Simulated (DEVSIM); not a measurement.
Device: Ni/SiO2/p-GaAs capacitor, at 400 K.

| layer (left to right) | material | thickness (nm) | Na (cm⁻³) |
|---|---|---|---|
| 1 | SiO2 | 8.30 | - |
| 2 | GaAs | 3200 | 4e16 |

Metal gate on the left, work function 5.1 eV. Fixed charge at the semiconductor interface -7e10 cm⁻² (in units of +e); no interface traps.

This is a model device: material constants are rounded textbook-type values typed into the input, and sizes, dopings and lifetimes were drawn at random. Values at 300 K; Nc and Nv go as T^1.5, mobilities as T to minus their exponent, the gap by Varshni's rule with the affinity fixed.

```csv
parameter,SiO2,GaAs
gap (eV),9,1.424
affinity (eV),0.9,4.07
permittivity,3.9,12.9
Nc (cm⁻³),-,4.7e17
Nv (cm⁻³),-,9e18
Varshni α (eV/K),-,0.000541
Varshni β (K),-,204
```

Model (solved in DEVSIM): 1D Poisson equation in equilibrium, Boltzmann statistics, complete ionisation; no quantum confinement or tunnelling. Metal contacts follow the ideal Schottky-Mott rule: no Fermi-level pinning, no interface dipoles.

### Question
Tabulate band edges, carrier densities and field at 0.6 V on the gate.

### Answer
Energies count from the Fermi level of the right contact; mesh points crowd at the junctions.

```json
[
 {"x (μm)": "0.000", "Ec (eV)": "3.600", "Ev (eV)": "-5.400", "n (cm⁻³)": "< 1e2", "p (cm⁻³)": "< 1e2", "field (V/cm)": "280000"},
 {"x (μm)": "0.001216", "Ec (eV)": "3.634", "Ev (eV)": "-5.366", "n (cm⁻³)": "< 1e2", "p (cm⁻³)": "< 1e2", "field (V/cm)": "280000"},
 {"x (μm)": "0.003339", "Ec (eV)": "3.692", "Ev (eV)": "-5.308", "n (cm⁻³)": "< 1e2", "p (cm⁻³)": "< 1e2", "field (V/cm)": "280000"},
 {"x (μm)": "0.006101", "Ec (eV)": "3.768", "Ev (eV)": "-5.232", "n (cm⁻³)": "< 1e2", "p (cm⁻³)": "< 1e2", "field (V/cm)": "280000"},
 {"x (μm)": "0.008124", "Ec (eV)": "3.824", "Ev (eV)": "-5.176", "n (cm⁻³)": "< 1e2", "p (cm⁻³)": "< 1e2", "field (V/cm)": "280000"},
 {"x (μm)": "0.009275", "Ec (eV)": "0.666", "Ev (eV)": "-0.711", "n (cm⁻³)": "2.9e9", "p (cm⁻³)": "1.5e10", "field (V/cm)": "73000"},
 {"x (μm)": "0.01179", "Ec (eV)": "0.684", "Ev (eV)": "-0.693", "n (cm⁻³)": "1.7e9", "p (cm⁻³)": "2.6e10", "field (V/cm)": "72000"},
 {"x (μm)": "0.02045", "Ec (eV)": "0.744", "Ev (eV)": "-0.633", "n (cm⁻³)": "3.0e8", "p (cm⁻³)": "1.5e11", "field (V/cm)": "67000"},
 {"x (μm)": "0.03614", "Ec (eV)": "0.842", "Ev (eV)": "-0.535", "n (cm⁻³)": "1.8e7", "p (cm⁻³)": "2.5e12", "field (V/cm)": "58000"},
 {"x (μm)": "0.07036", "Ec (eV)": "1.008", "Ev (eV)": "-0.370", "n (cm⁻³)": "150000", "p (cm⁻³)": "3.0e14", "field (V/cm)": "39000"},
 {"x (μm)": "0.1497", "Ec (eV)": "1.162", "Ev (eV)": "-0.216", "n (cm⁻³)": "1700", "p (cm⁻³)": "2.7e16", "field (V/cm)": "5300"},
 {"x (μm)": "0.4145", "Ec (eV)": "1.176", "Ev (eV)": "-0.202", "n (cm⁻³)": "1100", "p (cm⁻³)": "4.0e16", "field (V/cm)": "≈ 0"},
 {"x (μm)": "0.8951", "Ec (eV)": "1.176", "Ev (eV)": "-0.202", "n (cm⁻³)": "1100", "p (cm⁻³)": "4.0e16", "field (V/cm)": "≈ 0"},
 {"x (μm)": "1.858", "Ec (eV)": "1.176", "Ev (eV)": "-0.202", "n (cm⁻³)": "1100", "p (cm⁻³)": "4.0e16", "field (V/cm)": "≈ 0"},
 {"x (μm)": "2.736", "Ec (eV)": "1.176", "Ev (eV)": "-0.202", "n (cm⁻³)": "1100", "p (cm⁻³)": "4.0e16", "field (V/cm)": "≈ 0"},
 {"x (μm)": "2.993", "Ec (eV)": "1.176", "Ev (eV)": "-0.202", "n (cm⁻³)": "1100", "p (cm⁻³)": "4.0e16", "field (V/cm)": "≈ 0"},
 {"x (μm)": "3.110", "Ec (eV)": "1.176", "Ev (eV)": "-0.202", "n (cm⁻³)": "1100", "p (cm⁻³)": "4.0e16", "field (V/cm)": "≈ 0"},
 {"x (μm)": "3.165", "Ec (eV)": "1.176", "Ev (eV)": "-0.202", "n (cm⁻³)": "1100", "p (cm⁻³)": "4.0e16", "field (V/cm)": "≈ 0"},
 {"x (μm)": "3.194", "Ec (eV)": "1.176", "Ev (eV)": "-0.202", "n (cm⁻³)": "1100", "p (cm⁻³)": "4.0e16", "field (V/cm)": "≈ 0"},
 {"x (μm)": "3.202", "Ec (eV)": "1.176", "Ev (eV)": "-0.202", "n (cm⁻³)": "1100", "p (cm⁻³)": "4.0e16", "field (V/cm)": "≈ 0"},
 {"x (μm)": "3.206", "Ec (eV)": "1.176", "Ev (eV)": "-0.202", "n (cm⁻³)": "1100", "p (cm⁻³)": "4.0e16", "field (V/cm)": "≈ 0"},
 {"x (μm)": "3.208", "Ec (eV)": "1.176", "Ev (eV)": "-0.202", "n (cm⁻³)": "1100", "p (cm⁻³)": "4.0e16", "field (V/cm)": "≈ 0"}
]
```
